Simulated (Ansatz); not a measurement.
## A computed series for Mo: element substitutions

Base system: Mo in the bcc (W type) structure (space group Im-3m, No. 229).

```cif
data_Mo
_chemical_formula_sum 'Mo1'
_space_group_name_H-M_alt 'P 1'
_space_group_IT_number 1
_cell_length_a 2.71028
_cell_length_b 2.71028
_cell_length_c 2.71028
_cell_angle_alpha 109.471
_cell_angle_beta 109.471
_cell_angle_gamma 109.471
loop_
_space_group_symop_operation_xyz
  'x, y, z'
loop_
_atom_site_label
_atom_site_type_symbol
_atom_site_fract_x
_atom_site_fract_y
_atom_site_fract_z
_atom_site_occupancy
Mo1 Mo 0.00000 0.00000 0.00000 1
```

Each row replaces one element on all its sites; cell and atoms are relaxed.

The values are results of PBEsol in Ansatz (plane waves to 420 eV, PAW, spin-orbit coupling left out), not measurements.

```csv
change,shortest interatomic distance,density
base,2.710 Å,10.40 g/cm³
Mo → W,2.732 Å,19.45 g/cm³
Mo → Re,2.672 Å,21.06 g/cm³
Mo → Ge,2.870 Å,6.63 g/cm³
```

Stability against distortions was not tested. For Re and Ge in this form, whether it has been made was not checked. The final runs are not spin-polarised. This is not the structure that Re has at room temperature and ambient pressure. This is not the structure that Ge has at room temperature and ambient pressure.

Ansatz is a quantum-chemistry and plane-wave program.
